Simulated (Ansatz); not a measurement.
**Carrier properties of ZnS under load (space group I-4m2)**

Here is the system:

```xyz
2
Lattice="0.0000 2.6616 2.7228 2.6616 0.0000 2.7228 2.6616 2.6616 0.0000" Properties=species:S:1:pos:R:3 pbc="T T T"
Zn     0.0000     0.0000     0.0000
S      1.3308     1.3308     1.3614
```

Computed with r2SCAN with spin-orbit coupling, rigid bands (plane waves, PAW; Ansatz, a program for electronic structure). Condition of this run: uniaxial stress along [001] of -1 GPa (compression positive) (the target of the relaxation). How the cell was made: cell and atoms relaxed with PBEsol, then loaded as said.

```yaml
band_gap: 2.72 eV
electron conductivity mass (300 K, dilute): 0.21 mₑ
hole conductivity mass (300 K, dilute): 0.73 (x), 0.73 (y), 0.85 (z) mₑ
effective density of states N_c (300 K): 2.3e18 cm⁻³
effective density of states N_v (300 K): 2.9e19 cm⁻³
density_of_states_mass_electrons: 0.20 mₑ
density_of_states_mass_holes: 1.10 mₑ
Seebeck coefficient, n-type 1e19 cm⁻³, 300 K: -117 μV/K
Seebeck coefficient, p-type 1e19 cm⁻³, 300 K: 356 μV/K
best p-type power factor at 300 K for τ = 10 fs (best axis; densities from 1e16 to 1e21 cm⁻³ tried, whether or not they can be reached): 15.8 μW/(cm·K²) at 3e20 cm⁻³
```

Rigid bands; masses and Seebeck coefficients take one relaxation time τ for all states and one kind of carrier; polarons and phonon drag are left out. Geometry: cell and atoms relaxed with PBEsol.
